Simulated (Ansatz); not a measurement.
An Ansatz (a first-principles code) input (plane-wave PAW DFT at the r2SCAN level (Ansatz, 500 eV), no spin-orbit coupling):

Ansatz 0.2 input:
```yaml
crystal:
  lattice:
    - [0, 2.2714420612, 2.2714420612]
    - [2.2714420612, 0, 2.2714420612]
    - [2.2714420612, 2.2714420612, 0]
  atoms:
    - { symbol: Ga, position: [0, 0, 0] }
    - { symbol: N, position: [0.25, 0.25, 0.25] }
basis: { ecutwfc: 500, ecutrho_ratio: 4, xc_grid: 4, fft_grid_basis: typed }
kpoints: { mp_grid: { grid: [13, 13, 13] } }
hamiltonian:
  xc: r2scan
  dispersion: none
  pseudopotentials: { kind: paw }
scf: { occupations: { method: fermi_dirac, width: 0.05 }, convergence: { dr2_threshold: 0.0000000002 } }
relax: { f_tol: 0.005, max_steps: 50 }
output: { forces: true, stress: true }
checkpoint: { write: state.ck, write_every: 1000 }
```

Task: Which symmetry and how many k-points will the program report, and about how many plane waves at Γ?

Result: Space group F-43m (ITA 216) with 24 operations, k-points 84 of 2197, and 609 plane waves at Γ.

Task: And the final pressure?

Result: -5.50 GPa (compression positive).

The cells carry an imposed strain or load. No phonon test of stability was made. The cell was made from GaN in the zinc blende structure (space group F-43m, No. 216) by this change: isotropic strain +1.00 %. This is not the structure that GaN has at room temperature and ambient pressure.
